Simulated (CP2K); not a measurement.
Troubleshooting CP2K: a failed run on BiRh (Fm-3m, 2 atoms in the cell). The aim is a self-consistent single point with DFT PBE, GPW, DZVP-MOLOPT-PBE-GTH basis, GTH-PBE potentials (POTENTIAL_UZH).

Cell that was meant: a = 4.2926 Å, b = 4.2926 Å, c = 4.2926 Å, α = 60.00°, β = 60.00°, γ = 60.00°.

Part of the input:

```
    &SCF
      SCF_GUESS ATOMIC
      EPS_SCF 1E-6
      MAX_SCF 4
      ADDED_MOS 5
      &DIAGONALIZATION
        ALGORITHM STANDARD
```

Output (repeated stretches shortened):

```
 SCF WAVEFUNCTION OPTIMIZATION

  Step     Update method      Time    Convergence         Total energy    Change
     1 NoMix/Diag. 0.20E+00      -     0.28402797      -115.0732138954 -1.15E+02
     2 Broy./Diag. 0.20E+00      -     0.06390512      -116.4484452873 -1.38E+00
     3 Broy./Diag. 0.20E+00      -     0.08972267      -115.7797884284  6.69E-01
     4 Broy./Diag. 0.20E+00      -     0.02372821      -115.0729047778  7.07E-01
  Leaving inner SCF loop after reaching     4 steps.

  Overlap energy of the core charge distribution:               0.00000000000102
  Self energy of the core charge distribution:               -208.77293799269819
  Core Hamiltonian energy:                                     49.23181824870384
   [... lines left out ...]
  Fermi energy:                                                 0.23190595399501
  Total energy:                                              -115.07290477784551
   [... lines left out ...]
 * [ABORT]                                                                     *
 *  \___/     SCF run NOT converged. To continue the calculation regardless,   *
 *    |             please set the keyword IGNORE_CONVERGENCE_FAILURE.         *
 *  O/|                                                                        *
 * /| |                                                                        *
 * / \                                                            qs_scf.F:702 *
 *******************************************************************************

 ===== Routine Calling Stack =====

            4 scf_env_do_scf
            3 qs_energies
            2 qs_forces
            1 CP2K
Abort(1) on node 0 (rank 0 in comm 0): application called MPI_Abort(MPI_COMM_WORLD, 1) - process 0
```

**Question.** Find the mistake and give the fix.

**Answer.** The fault is an iteration limit that is too low. The loop is cut before its threshold is met, so whatever is printed at the end is not self-consistent. To fix it, raise the limit, or leave it to the default. The run ended unconverged after 4 iterations.

An input that runs soundly differs in these lines (not the only fix; some lines may just follow from the change or write a value another way):
```diff
-      MAX_SCF 4
+      MAX_SCF 100
```

With that input, the run converged in 16 iterations: free energy E − TS -3128.8472 eV; Fermi level (on the code's own zero) 6.23 eV; pressure -12.03 GPa (DFT PBE, GPW, DZVP-MOLOPT-PBE-GTH basis, GTH-PBE potentials (POTENTIAL_UZH)).

On the sound input: the starting cell was generated: these elements placed on a structure prototype, without a prior relaxation; it need not be a known phase or ordering of this composition. Spin polarisation is off. Values carry the incompleteness of an atom-centred basis. With a pressure of about -12 GPa the cell is away from its equilibrium volume at this level.
